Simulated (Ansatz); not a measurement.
Band structure of BeTe (P6_3mc, 4 atoms in the cell).

```
BeTe
1.0
    3.99664     0.00000     0.00000
   -1.99832     3.46119     0.00000
    0.00000     0.00000     6.58677
Be Te
2 2
Direct
  0.66667   0.33333   0.50043
  0.33333   0.66667   0.00043
  0.66667   0.33333   0.87457
  0.33333   0.66667   0.37457
```

Method of the run: PBEsol, PAW files made with PBE (plane waves; Ansatz, an electronic-structure program).

Settings: kpoints.mp_grid.grid = 10 10 5; hamiltonian.xc = pbesol; hamiltonian.pseudopotentials = {kind: paw} (the program's default PAW files); scf.occupations.method = fixed; kpoints.band_path.npoints = 8.

The starting cell comes from a database of computed structures (which also holds hypothetical and non-ambient phases and stackings), without a prior relaxation at this level. Spin-orbit coupling is off.

**Question.** Predict the gap along the standard path and the places of the band edges.

**Answer.** The gap along the path is 2.17 eV, from Γ to M; the smallest direct gap on it is 2.67 eV.

Levels in eV from the top of the valence band on the path, bands 15 to 21:
```csv
point,15,16,17,18,19,20,21
Γ,-1.20,-0.16,0.00,0.00,2.67,3.40,3.40
M,-3.77,-2.64,-2.32,-1.19,2.17,3.70,4.24
K,-4.32,-2.93,-2.93,-2.85,2.29,5.96,5.96
A,-0.69,-0.69,-0.69,-0.69,3.15,3.15,4.22
L,-2.04,-2.04,-2.03,-2.03,2.44,2.44,3.41
H,-3.83,-3.83,-1.66,-1.66,3.23,3.23,4.80
```

Keys are those of Ansatz 0.2.
